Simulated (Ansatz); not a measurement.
We consider BSi2Sb (model structure, started from the BC2N type, R3m, No. 160, 4 atoms in the cell), described by LDA in Ansatz (plane waves, PAW).

Run with plane-wave cutoff 520 eV, 18×18×18 k mesh, Fermi–Dirac smearing 0.05 eV, scalar-relativistic PAW data made under PBE.

Cell (relaxed at this level):

```
CELL_PARAMETERS angstrom
      1.82313     1.05258     6.36250
     -1.82313     1.05258     6.36250
      0.00000    -2.10516     6.36250
ATOMIC_POSITIONS crystal
  B  0.98963 0.98963 0.98963
  Sb 0.10983 0.10983 0.10983
  Si 0.51377 0.51377 0.51377
  Si 0.63681 0.63681 0.63681
```

Task: What does this level give for the bulk modulus?

Result: 
- bulk modulus = 84.3 GPa

The run finds no gap.

Note: the bulk modulus is −V dP/dV from two relaxed cells at ±2 % in volume; the relaxation could raise the start's symmetry but not lower it, so the cell can be a saddle point.

Spin–orbit coupling is not included; it can open a gap where bands touch, and shift volumes and moduli.

Static lattice: no zero-point or thermal effects.

Cost on a shared machine: very roughly 8 core-minutes.

A model structure was made by putting elements into a prototype or built by hand; it is no filed structure, need not be a known phase, and can be a saddle point held by its symmetry.

Ansatz is a quantum-chemistry and plane-wave program.
